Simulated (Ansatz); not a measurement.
Base system: BP in the wurtzite structure (space group P6_3mc, No. 186; a = 3.191 Å, c = 5.296 Å; a cell from a computed database, its experimental status unchecked).

Method: Ansatz (an electronic-structure program) r2SCAN, no spin-orbit coupling, earlier PAW set.

One change was made to it. Results:

```csv
quantity,base,after
band gap,1.19 eV,zero
lattice parameter a,3.191 Å,2.950 Å
c/a ratio,1.660,1.666
```

Q: Which change produced these results?
A. pressure −2 GPa
B. pressure 1.8 GPa
C. pressure 60 GPa

A: C, pressure 60 GPa. For comparison, the band gap in the other runs: pressure −2 GPa gives 1.25 eV; pressure 1.8 GPa gives 1.14 eV.

Load acts through the strain it causes; cell and atoms are relaxed under it. Whether these cells are dynamically stable was not tested. Competing high-pressure phases were not computed. The final runs are not spin-polarised. This is not the structure that BP has at room temperature and ambient pressure. A zero or small gap of BP under pressure 60 GPa can be the functional's error rather than a property of the material.
